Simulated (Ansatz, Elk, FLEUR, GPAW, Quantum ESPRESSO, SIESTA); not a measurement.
**Ti2Sn (P6_3/mmc, 6 atoms in the cell) computed with different codes at matched settings**

Self-consistent single point, at a second geometry (lattice scaled by 0.98). First geometry:

```xyz
6
Lattice="4.7354 0.0000 0.0000 -2.3677 4.1009 0.0000 0.0000 0.0000 5.6189" Properties=species:S:1:pos:R:3 pbc="T T T"
Ti     2.3677     1.3670     1.4047
Ti     0.0000     2.7340     4.2141
Ti     0.0000     0.0000     0.0000
Ti     0.0000     0.0000     2.8094
Sn     2.3677     1.3670     4.2141
Sn     0.0000     2.7340     1.4047
```

Shared settings, as Ansatz (an electronic-structure program) writes them: kpoints.mp_grid.grid = 7 7 5; scf.occupations.method = fermi_dirac; scf.occupations.width = 0.1 eV. Potentials and cutoffs stand in the table.

```json
[
 {"code": "SIESTA", "model": "GGA PBEsol, numerical atomic orbitals DZP, PseudoDojo PBEsol standard norm-conserving potentials (rewritten from UPF to PSML)", "ΔF from the first geometry (meV/atom)": "-1.9", "pressure (GPa)": "3.61", "cutoff": "grid 350 Ry"},
 {"code": "Ansatz", "model": "PBEsol, PAW files made with PBE", "ΔF from the first geometry (meV/atom)": "3.4", "pressure (GPa)": "4.52", "cutoff": "default"},
 {"code": "Elk", "model": "PBEsol, all-electron FP-LAPW, Elk's shipped species files, APW+lo basis with extra local orbitals", "ΔF from the first geometry (meV/atom)": "6.3", "pressure (GPa)": "–", "cutoff": "rgkmax 7.5"},
 {"code": "FLEUR", "model": "PBEsol, all-electron FLAPW (FLEUR), scalar-relativistic valence", "ΔF from the first geometry (meV/atom)": "5.4", "pressure (GPa)": "–", "cutoff": "Kmax 4.2 1/bohr"},
 {"code": "Quantum ESPRESSO", "model": "PBEsol, PseudoDojo standard norm-conserving (PBESOL) pseudopotentials", "ΔF from the first geometry (meV/atom)": "4.0", "pressure (GPa)": "4.64", "cutoff": "85 Ry"},
 {"code": "GPAW", "model": "PBEsol, GPAW PAW datasets PBEsol (made by gpaw-setup)", "ΔF from the first geometry (meV/atom)": "5.2", "pressure (GPa)": "4.70", "cutoff": "850 eV"}
]
```

A dash marks a value that a program does not give, or that is left out as unsure.

On Ansatz's run: spin polarisation is off.

The spread over the programs that give each value: ΔF from the first geometry within 8.2 meV/atom; pressure within 1.09 GPa.

SIESTA uses small atom-centred bases, whose incompleteness enters pressures, forces and empty levels differently from a plane-wave cutoff. Elk and FLEUR treat all electrons, but the usual bases taken here (sphere radii, linearisation, local orbitals, empty states) were not tested for convergence, so the values are no reference for the others. Ansatz's pressure is given at a fixed set of plane waves, as the other plane-wave codes print theirs. In the pressure, SIESTA (by 1.02) lies more than 1 GPa from the median of the plane-wave programs.

The starting cell comes from a database of computed structures (which also holds hypothetical and non-ambient phases and stackings), without a prior relaxation at this level. For this run, on top of that: lattice scaled by 0.98.

Keys are those of Ansatz 0.2.
